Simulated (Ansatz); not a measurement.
**Amorphous In₉Ga₉Zn₉O₃₉Y₂**

A CHGNet melt-quench gave the starting glass, which DFT then relaxed. O atoms were pushed apart under 1.9 Å during the dynamics, to hinder bonds among them. The hot cell started wider than the set density and was brought back towards it in steps. It is the lowest in DFT energy of 2 quenches. It is a model cell: composition and starting density were chosen by hand, and all elements were melted together. No dispersion term was used.

Methods: PBE, scalar-relativistic without spin-orbit coupling (Ansatz, a quantum-chemistry and plane-wave program); r2SCAN, scalar-relativistic without spin-orbit coupling (Ansatz); HSE06, scalar-relativistic without spin-orbit coupling (Ansatz). Geometry, pressure, stress and energy are those of the PBE run. Its sampling: a 2×2×2 Γ-centred mesh; Fermi-Dirac width 0.02 eV; no spin polarisation. Other functionals are single points at the zone centre (r2SCAN at 500 eV; exact exchange cut at the cell's faces), free to take moments where seeds were set. At PBE the levels at the filled edge of the gap are localised (band-tail or defect states).

The number of atoms in the cell is 68 and the density (volume relaxed, without dispersion) is 5.76 g/cm^3. The volume per atom is 12.93 Å³. The pressure on a 2×2×2 Γ-centred mesh is 0.16 GPa and the largest force and stress component on that mesh (the relaxation ran on the zone centre alone) is 0.21 eV/Å and 0.3 GPa. The level gap on a 2×2×2 Γ-centred mesh (PBE) is 0.76 eV and the level gap at the zone centre (PBE) is 0.81 eV. The level gap at the zone centre (r2SCAN) is 1.25 eV and the level gap at the zone centre (HSE06) comes out as 2.34 eV.

Neighbours within In-In 3.12 Å, In-Ga 2.90 Å, In-Zn 2.90 Å, In-O 2.64 Å, In-Y 3.43 Å, Ga-Ga 2.68 Å, Ga-Zn 2.68 Å, Ga-O 2.22 Å, Ga-Y 3.21 Å, Zn-Zn 2.68 Å, Zn-O 2.48 Å, Zn-Y 3.21 Å, O-O 1.58 Å, O-Y 2.82 Å, Y-Y 3.74 Å count as bonded. Two cations that share two anions don't count as bonded, nor two that share one unless they lie closer than In-In 3.04 Å, In-Ga 2.82 Å, In-Zn 2.82 Å, In-Y 3.34 Å, Ga-Ga 2.61 Å, Ga-Zn 2.61 Å, Ga-Y 3.12 Å, Zn-Zn 2.61 Å, Zn-Y 3.12 Å, Y-Y 3.64 Å.

| Quantity | Result |
|---|---|
| Mean coordination of In by anions | 5.67 (3 with 5, 6 with 6) |
| Mean coordination of Ga by anions | 4.44 (5 with 4, 4 with 5) |
| Mean coordination of Zn by anions | 4.11 (1 with 3, 6 with 4, 2 with 5) |
| Mean coordination of O | 3.56 (17 with 3, 22 with 4) |
| Mean coordination of Y by anions | 5.50 (1 with 5, 1 with 6) |
| Mean In-O bond | 2.236 Å (spread 0.104 Å, 51 counted) |
| Mean Ga-O bond | 1.918 Å (spread 0.060 Å, 40 counted) |

Its density started from a set value of 5.83 g/cm³. The simulated quench (nominally 210 K/ps over its main leg) is rapid and tends to freeze in more defects than a deposited or slowly cooled glass has. One small periodic cell is one sample of the glass; other quenches scatter about these values. Volume and shape were free in the relaxation. On a 2×2×2 Γ-centred mesh force components of up to 0.21 eV/Å stay, since the relaxation ran on the zone centre alone.
